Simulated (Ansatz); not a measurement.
**BaTiO3 under a change: isotropic strain −1.80 %**

Start from BaTiO₃ in the cubic perovskite structure (space group Pm-3m, No. 221; a = 4.019 Å).

Perturbation: the cell is scaled by 0.9820 in all directions; the atoms relax in the strained cell.

The values are results of PBE (Ansatz, a first-principles code; PAW; 420 eV plane waves; no SOC), not measurements. k-mesh 8×8×8 (Γ-centred); smearing 0.05 eV (Fermi–Dirac).

The volume per atom drops by 0.69 Å³ to 12.30 Å³ and the energy grows by 21 meV/atom. The pressure goes from zero to 10.04 GPa and the band gap rises by 0.12 eV, from 1.78 eV to 1.90 eV. The gap character is still indirect, R → Γ and the smallest direct gap goes up by 0.06 eV to 1.96 eV. The mean gap deformation potential ΔEg/Δln V comes out as -2.1 eV and the width of the top valence band is nearly the same (0.95 eV against 0.97 eV).

Final structure:

```yaml
crystal:
  lattice:
    - [3.94689, 0.00000, 0.00000]
    - [0.00000, 3.94689, 0.00000]
    - [0.00000, 0.00000, 3.94689]
  atoms:
    - { symbol: Ba, position: [0.00000, 0.00000, 0.00000] }
    - { symbol: Ti, position: [0.50000, 0.50000, 0.50000] }
    - { symbol: O, position: [0.50000, 0.00000, 0.50000] }
    - { symbol: O, position: [0.00000, 0.50000, 0.50000] }
    - { symbol: O, position: [0.50000, 0.50000, 0.00000] }
```

Stability against distortions was not tested. All final runs are without spin polarisation. Many cubic perovskites are stable only at high temperature; tilts and polar distortions were not tested. This is not the structure that BaTiO3 has at room temperature and ambient pressure.
